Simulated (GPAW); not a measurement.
A self-consistent single point of Mg₅Te (R32, 6 atoms in the cell) with GPAW.

Method of the run: PBEsol, GPAW PAW datasets PBEsol (made by gpaw-setup) (plane waves; GPAW 25.7.0).

```yaml
crystal:
  lattice:
    - [2.78886, 1.61015, 5.28499]
    - [-2.78886, 1.61015, 5.28499]
    - [0.00000, -3.22030, 5.28499]
  atoms:
    - { symbol: Mg, position: [0.66845, 0.33155, 0.00000] }
    - { symbol: Mg, position: [0.00000, 0.66845, 0.33155] }
    - { symbol: Mg, position: [0.33155, 0.00000, 0.66845] }
    - { symbol: Mg, position: [0.17019, 0.17019, 0.17019] }
    - { symbol: Mg, position: [0.82981, 0.82981, 0.82981] }
    - { symbol: Te, position: [0.50000, 0.50000, 0.50000] }
```

Reference input (self-consistent single point, DFT LDA (Perdew-Wang 92), plane waves, GPAW PAW datasets LDA (gpaw-data 1.0.1)): mode = pw; ecut = 800 eV; xc = LDA; kpts = 4 4 4; mesh shift (steps) = 0 0 0; occupations.name = methfessel-paxton; occupations.width = 0.2 eV; occupations.order = 0; nbands = -12; convergence.density = 1e-05 e/electron; convergence.energy = 1e-05 eV/electron; symmetry.symmorphic = false. This run's input differs from it in these lines:

```diff
@@ -17,3 +17,3 @@
 calc = GPAW(mode={'name': 'pw', 'ecut': 800},
-            xc='LDA',
+            xc='PBEsol',
             kpts={'size': (4, 4, 4), 'gamma': True},
```

Its files differ too (potentials: GPAW PAW datasets PBEsol (made by gpaw-setup)).

Log, with long lists cut:

```
     iter     time        total  log10-change:
                         energy   eigst   dens
iter:   1 --:--:--   -13.318827
iter:   2 --:--:--   -13.402712   -0.42  -1.52
iter:   3 --:--:--   -13.353685   -1.27  -1.54
iter:   4 --:--:--   -13.364286   -1.90  -1.90
iter:   5 --:--:--   -13.355135   -2.67  -2.23
iter:   6 --:--:--   -13.354007   -3.87  -2.80
iter:   7 --:--:--   -13.353084   -4.28  -2.83
iter:   8 --:--:--   -13.353122   -5.30  -3.23
iter:   9 --:--:--   -13.353012c  -5.43  -3.28
iter:  10 --:--:--   -13.352993c  -5.75  -3.62
iter:  11 --:--:--   -13.352981c  -6.77  -3.93
iter:  12 --:--:--   -13.352966c  -7.38  -3.95
iter:  13 --:--:--   -13.352951c  -6.79  -3.95
iter:  14 --:--:--   -13.352958c  -7.19  -4.05
iter:  15 --:--:--   -13.352974c  -8.02c -4.17
iter:  16 --:--:--   -13.352978c  -8.75c -4.30
iter:  17 --:--:--   -13.352981c  -8.46c -4.34
iter:  18 --:--:--   -13.352983c  -8.30c -4.46
iter:  19 --:--:--   -13.352985c  -8.60c -4.51
iter:  20 --:--:--   -13.352984c  -8.27c -4.61
iter:  21 --:--:--   -13.352983c  -8.40c -4.75
iter:  22 --:--:--   -13.352984c  -9.58c -4.91
iter:  23 --:--:--   -13.352987c  -9.50c -4.99
iter:  24 --:--:--   -13.352989c  -9.61c -5.22c
Converged after 24 iterations.

Dipole moment: (-0.000000, 0.000000, -0.000000) |e|*Ang

Energy contributions relative to reference atoms: (reference = -211900.335236)

Kinetic:         -3.183722
Potential:       +9.264287
External:        +0.000000
XC:             -19.330862
Entropy (-ST):   -0.054026
Local:           -0.075680
SIC:             +0.000000
--------------------------
Free energy:    -13.380002
Extrapolated:   -13.352989

Showing only first 2 kpts
 Kpt  Band  Eigenvalues  Occupancy
  0    26      3.81678    2.00000
  0    27      4.18061    1.99259
  0    28      4.18061    1.99259
  0    29      5.17652    0.00001

  1    26      2.86506    2.00000
  1    27      4.09404    1.99900
  1    28      4.83154    0.05425
  1    29      6.16443    0.00000

Fermi level: 4.55933

No gap
   [... lines left out ...]
  0 Mg    0.01135    0.00000    0.00000
  1 Mg   -0.00568    0.00983    0.00000
  2 Mg   -0.00568   -0.00983    0.00000
  3 Mg    0.00000   -0.00000    0.01354
  4 Mg   -0.00000    0.00000   -0.01354
  5 Te    0.00000    0.00000    0.00000

Stress tensor:
     0.001106     0.000000     0.000000
    -0.000000     0.001106    -0.000000
     0.000000    -0.000000     0.014682
Stress (GPa, Voigt): [ 0.1771  0.1771  2.3524 -0.      0.      0.    ]
```

The run converged in 24 iterations. GPAW prints stress with tension positive. Against the reference run the pressure goes from -2.19 to -0.90 GPa and the largest force goes from 0.027 to 0.014 eV/Å.

The starting cell comes from a database of computed structures (which also holds hypothetical and non-ambient phases and stackings), without a prior relaxation at this level. The run gives no clean gap (levels at the Fermi energy touch, overlap or are partly filled at this smearing), which alone does not show that the compound is a metal.

Cost on one core of a shared machine: roughly 3 min.
